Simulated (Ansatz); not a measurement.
Consider Sr in the fcc (Cu type) structure (space group Fm-3m, No. 225; a = 6.105 Å; relaxed with 0.1 eV smearing). Axes: x, y, z lie along the cube axes.

Level of theory: Ansatz (an electronic-structure program), r2SCAN, PAW, cutoff 500 eV, spin-orbit coupling left out, earlier PAW set.

Strains are applied to the cell and any free atomic positions relax.

One change was made to it. Results:

```tsv
quantity	base	after
energy relative to the base (free energy F)	0 meV/atom	+45 meV/atom
pressure	0.0 GPa	2.1 GPa
```

Question: Name the change that was made.
(A) isotropic strain −4.65 %
(B) uniaxial strain ε_zz = −2.05 %
(C) isotropic strain +2.51 %
(D) isotropic strain +1.14 %

Answer: A, isotropic strain −4.65 %. For comparison, the energy relative to the base in the other runs: uniaxial strain ε_zz = −2.05 % gives +1.1 meV/atom; isotropic strain +1.14 % gives +2.4 meV/atom; isotropic strain +2.51 % gives +12 meV/atom.

Stability against distortions was not tested.
